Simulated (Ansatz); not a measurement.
Abridged Ansatz (a program for electronic structure) output:

```
Relaxation: its limit of steps is 50 (relax.max_steps)
Pseudopotential: Ga, paw, valence charge 13
Pseudopotential: As, paw, valence charge 15
Crystal: 2 atoms, lattice volume = 46.174 Å³
Basis set: ecut = 500 eV, 1203 PW (Γ), exchange–correlation on 120×120×120 points (64 copies of the dense FFT grid, shifted against one another)
Bands: 18, of which v1, the nominal top of the filled ones, is band 14 counted from 1 (13 counted from 0)
Symmetry: 8 space group operations
k-points: 102 of 1000 (time reversal used)
Functional: x = r2scan, c = r2scan; τ floored in thin density (d = 2e-4 eV/Å³)
SCF iter   1: F=—  HF=-8655.745535 eV  |F-HF|=—  |Δ(HF+E_count)|=         —  Δρ=7.88e-3  dr2=1.08e-2  dr2_τ=4.04e-3  ethr=1.77e-3  ⟨swp⟩=5.7  Hψ=9021  notcnv=0
SCF iter   2: F=—  HF=-8655.753846 eV  |F-HF|=—  |Δ(HF+E_count)|=   8.31e-3  Δρ=1.63e-3  dr2=1.44e-3  dr2_τ=3.53e-5  ethr=3.85e-5  ⟨swp⟩=2.0  Hψ=4488  notcnv=0
SCF 1 converged in 8 iterations: F = -8655.753624 eV  dr2 = 1.92e-11
relax step   1: F+E_penalty+E_count = -8655.75362389 eV  Δ(F+E_penalty+E_count) = +0.000e0 eV  max|allowed force component| = 8.717e-17 eV/Å  Δτ_max = 0.0000 Å  (8 SCF iters, accepted)
Crystal: 2 atoms, lattice volume = 46.174 Å³
SCF iter   1: F=—  HF=-8655.753624 eV  |F-HF|=—  |Δ(HF+E_count)|=         —  Δρ=3.14e-7  dr2=1.92e-11  dr2_τ=1.10e-12  ethr=1.00e-12  ⟨swp⟩=2.4  Hψ=9145  notcnv=0
SCF iter   2: F=-8655.753624 eV  HF=-8655.753624 eV  |F-HF|=1.09e-11  |Δ(HF+E_count)|=  2.73e-11  Δρ=1.56e-7  dr2=4.55e-12  dr2_τ=2.57e-13  ethr=1.00e-12  ⟨swp⟩=3.2  Hψ=5097  notcnv=0
SCF 2 converged in 2 iterations: F = -8655.753624 eV  dr2 = 4.55e-12
SCF converged after 2 iterations
Free energy (F): -8655.753624 eV
Internal energy: -8655.753623 eV  (E = F + TS)
E sigma→0 (E₀):  -8655.753623 eV
Entropy (-TS):   -0.000001 eV (-0.000 meV/atom)
Fermi energy:    8.104132 eV
--- Forces (eV/Å), atoms counted from 1 ---
  atom   1  Ga    -0.00000000    -0.00000000    -0.00000000
  atom   2  As     0.00000000     0.00000000     0.00000000
--- Stress (GPa, compression-positive) ---
       -0.700314      -0.000000       0.000000
       -0.000000      -0.700314      -0.000000
        0.000000      -0.000000      -1.722575
  P = ⅓ Tr σ = -1.0411 GPa (-10.411 kbar)
--- Relaxed structure (1 steps of the walk, 1 accepted, 0 SCFs on fresh bases) ---
  atoms:
    - { symbol: Ga, position: [0.0, 0.0, 0.0] }
    - { symbol: As, position: [0.25, 0.25, 0.24999999999999994] }
```

Problem. What was computed, and what are the main results?

Solution. GaAs, 2 atoms in the cell, with Ansatz r2SCAN, without spin-orbit coupling. The last SCF converged to F = -8655.753624 eV, or -4327.8768 eV per atom, at a pressure of -1.04 GPa. The total energy compares only with runs of the same code, potentials and settings.

The cells carry an imposed strain or load. Stability against distortions was not tested. The cell was made from GaAs in the zinc blende structure (space group F-43m, No. 216) by this change: uniaxial strain ε_zz = +1.50 %.

Keys are those of Ansatz 0.2.
